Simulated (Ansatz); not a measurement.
The cell is built on a prototype and need not be the phase stable at ambient conditions.

By r2SCAN, the system below comes out a metal.

The ballistic (Sharvin) conductance counts the channels at the Fermi level: G/A = (e²/h) × channels of both spins per area.

Input:

```yaml
crystal:
  lattice:
    - [2.58828, 0.00000, 0.00000]
    - [0.00000, 2.58828, 0.00000]
    - [0.00000, 0.00000, 2.58828]
  atoms:
    - { symbol: Al, position: [0.00000, 0.00000, 0.00000] }
    - { symbol: N, position: [0.50000, 0.50000, 0.50000] }
```

Space group of this cell: Pm-3m, CsCl type. The cell was relaxed by PBE-D3(BJ); by r2SCAN its mean pressure is -0.6 GPa.

The current flows along the normal of the first two printed cell vectors. No spin-orbit coupling; the value is a mean over 0.1 eV about the Fermi level.

Problem. Estimate the ballistic conductance per area that r2SCAN (Ansatz, a quantum-chemistry and plane-wave program) returns for this system.

Solution. 0.56 × 10¹⁵ S/m² for both spins.
